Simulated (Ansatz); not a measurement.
```yaml
crystal:
  lattice:
    - [3.08877, 0.00000, 0.00000]
    - [-1.54439, 2.67495, 0.00000]
    - [0.00000, 0.00000, 4.94320]
  atoms:
    - { symbol: Al, position: [0.66667, 0.33333, 0.00359] }
    - { symbol: Al, position: [0.33333, 0.66667, 0.50359] }
    - { symbol: N, position: [0.66667, 0.33333, 0.62161] }
    - { symbol: N, position: [0.33333, 0.66667, 0.12161] }
```

The cell is fixed at its relaxed static size. Melting and transitions to other phases are not modelled. An odd repeat of the supercell leaves out some zone-boundary points, where instabilities often lie.

Problem. Is this phase dynamically stable in the harmonic approximation, and at 300, 1000 K by the stochastic self-consistent harmonic approximation in a 3×3×2 supercell, LDA in Ansatz (a program for electronic structure)? Give the softest mode in each case.

Solution. Harmonic: softest mode 175 cm⁻¹ at q = (0.00, 0.00, 0.50), so stable at the wave vectors of the supercell. 300 K: stable, softest second derivative of the free energy 173 cm⁻¹ (error under 1) at q = (0.00, 0.00, 0.50), at 1.9 GPa in this cell. 1000 K: stable, softest second derivative of the free energy 170 cm⁻¹ (error under 1) at q = (0.00, 0.00, 0.50), at 3.8 GPa in this cell. The verdict is statistical, holds for these wave vectors and this fixed cell alone, and errs towards stability where frames are few. Wave vectors are fractions of the primitive cell's reciprocal vectors.
